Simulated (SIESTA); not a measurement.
Input and output of a self-consistent single point for Nb₃Sb (Pm-3n, 8 atoms in the cell) (SIESTA).

Method of the run: LDA PW92, numerical atomic orbitals TZP, PseudoDojo LDA standard norm-conserving potentials (rewritten from UPF to PSML) in SIESTA.

The change in words: lattice scaled by 0.98. Reference geometry:
```
Nb3Sb
1.0
    5.30247     0.00000     0.00000
    0.00000     5.30247     0.00000
    0.00000     0.00000     5.30247
Nb Sb
6 2
Direct
  0.25000   0.00000   0.50000
  0.75000   0.00000   0.50000
  0.50000   0.75000   0.00000
  0.50000   0.25000   0.00000
  0.00000   0.50000   0.75000
  0.00000   0.50000   0.25000
  0.00000   0.00000   0.00000
  0.50000   0.50000   0.50000
```

Reference input (self-consistent single point, DFT, LDA PW92, numerical atomic orbitals TZP, PseudoDojo LDA standard norm-conserving potentials (rewritten from UPF to PSML)): XC.functional = LDA; XC.authors = PW92; potentials = PseudoDojo LDA standard; PAO.BasisSize = TZP; PAO.EnergyShift = 0.005 Ry; MeshCutoff = 300 Ry; kgrid.MonkhorstPack = 5 5 5; OccupationFunction = FD; ElectronicTemperature = 1160.45 K; MaxSCFIterations = 150; SCF.Mixer.Method = Pulay; SCF.Mixer.Weight = 0.1. This run's input differs from it in these lines:

```diff
@@ -12,5 +12,5 @@
 %block LatticeVectors
-     5.302470000    0.000000000    0.000000000
-     0.000000000    5.302470000    0.000000000
-     0.000000000    0.000000000    5.302470000
+     5.196421000    0.000000000    0.000000000
+     0.000000000    5.196421000    0.000000000
+     0.000000000    0.000000000    5.196421000
 %endblock LatticeVectors
@@ -18,10 +18,10 @@
 %block AtomicCoordinatesAndAtomicSpecies
-     1.325617500    0.000000000    2.651235000  1
-     3.976852500    0.000000000    2.651235000  1
-     2.651235000    3.976852500    0.000000000  1
-     2.651235000    1.325617500    0.000000000  1
-     0.000000000    2.651235000    3.976852500  1
-     0.000000000    2.651235000    1.325617500  1
+     1.299105250    0.000000000    2.598210500  1
+     3.897315750    0.000000000    2.598210500  1
+     2.598210500    3.897315750    0.000000000  1
+     2.598210500    1.299105250    0.000000000  1
+     0.000000000    2.598210500    3.897315750  1
+     0.000000000    2.598210500    1.299105250  1
      0.000000000    0.000000000    0.000000000  2
-     2.651235000    2.651235000    2.651235000  2
+     2.598210500    2.598210500    2.598210500  2
 %endblock AtomicCoordinatesAndAtomicSpecies
```

The program printed (abridged):

```
        iscf     Eharris(eV)        E_KS(eV)     FreeEng(eV)     dDmax    Ef(eV) dHmax(eV)
   scf:    1   -15050.515909   -15110.235669   -15110.349617  1.032560 -4.179186  4.815391
   scf:    2   -15113.020020   -15111.671107   -15111.788019  0.106562 -4.341708  3.865217
   scf:    3   -15115.573494   -15114.179282   -15114.315713  0.324127 -4.936952  1.862368
   scf:    4   -15114.422633   -15114.346314   -15114.488341  0.039332 -4.970720  0.249173
   scf:    5   -15114.365416   -15114.357291   -15114.500253  0.009883 -4.997506  0.098889
   [... 2 lines left out ...]
   scf:    8   -15114.359683   -15114.359802   -15114.503074  0.002465 -5.025061  0.003450
   scf:    9   -15114.359795   -15114.359799   -15114.503076  0.000135 -5.025555  0.000652
   scf:   10   -15114.359797   -15114.359798   -15114.503076  0.000025 -5.025662  0.000011
   scf:   11   -15114.359798   -15114.359798   -15114.503076  0.000001 -5.025662  0.000009
SCF Convergence by DM+H criterion
max |DM_out - DM_in|         :     0.0000005658
max |H_out - H_in|      (eV) :     0.0000088401
SCF cycle converged after 11 iterations

Using DM_out to compute the final energy and forces

siesta: E_KS(eV) =           -15114.3598

siesta: E_KS - E_eggbox =    -15114.3598

siesta: Atomic forces (eV/Ang):
     1   -0.000000    0.000000    0.000000
     2    0.000000    0.000000    0.000000
     3    0.000000   -0.000000   -0.000000
     4    0.000000    0.000000   -0.000000
     5   -0.000000   -0.000000   -0.000000
     6   -0.000000   -0.000000    0.000000
     7    0.000000    0.000000    0.000000
     8    0.000000    0.000000    0.000000
   Tot   -0.000000   -0.000000   -0.000000
   Max    0.000000
   Res    0.000000    sqrt( Sum f_i^2 / 3N )
   Max    0.000000    constrained

   [... lines left out ...]
siesta: FreeEng =    -15114.503076
   [... lines left out ...]
siesta:    -0.009234    0.000000    0.000000
siesta:     0.000000   -0.009234   -0.000000
siesta:     0.000000   -0.000000   -0.009234

siesta: Cell volume =        140.317871 Ang**3

siesta: Pressure (static):
siesta:                Solid            Molecule  Units
siesta:           0.00010057          0.00010057  Ry/Bohr**3
siesta:           0.00923388          0.00923388  eV/Ang**3
siesta:          14.79430671         14.79430653  kBar
```

The run converged in 11 iterations. Against the reference run the free energy drops by 28.8 meV/atom and the pressure goes from -9.15 to 1.48 GPa.

The starting cell comes from a database of computed structures (which also holds hypothetical and non-ambient phases and stackings), without a prior relaxation at this level. Its lattice was rescaled by a random factor within 2.5 % of one. For this run, on top of that: lattice scaled by 0.98. Spin polarisation is off. Values carry the incompleteness of an atom-centred basis.

Cost on one core of a shared machine: roughly 6 min.
